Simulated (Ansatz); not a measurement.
Take BeTe in the zinc blende structure (space group F-43m, No. 216) as the base.

```
BeTe
1.0
    0.00000     2.80228     2.80228
    2.80228     0.00000     2.80228
    2.80228     2.80228     0.00000
Te Be
1 1
Cartesian
  4.20343   4.20343   4.20343
  0.00000   0.00000   0.00000
```

Cartesian axes are those of the cell as printed.

Method: PBEsol (Ansatz, a program for electronic structure, PAW, no spin-orbit coupling), earlier PAW set.

For the base:

```
Property                            Result
---------------------  -------------------
Valence-band top at Γ  0.00, 0.00, 0.00 eV
```

Perturbation: uniaxial stress, 2 GPa tension along z, with the cell and atoms free to relax against it.

Q: What happens to the valence-band top at Γ?

A: The valence-band top at Γ (three highest levels, from the VBM) becomes 0.00, 0.00, -0.18 eV (base: 0.00, 0.00, 0.00 eV).

Q: What happens to the secant Young's modulus along z?

A: The secant Young's modulus along z is 79 GPa.

With Te present, leaving out spin-orbit coupling can change the band edges. The levels and masses belong to the bands next to the band gap. Load acts through the strain it causes; cell and atoms are relaxed under it. Beyond what the load breaks, stability against distortions was not tested.
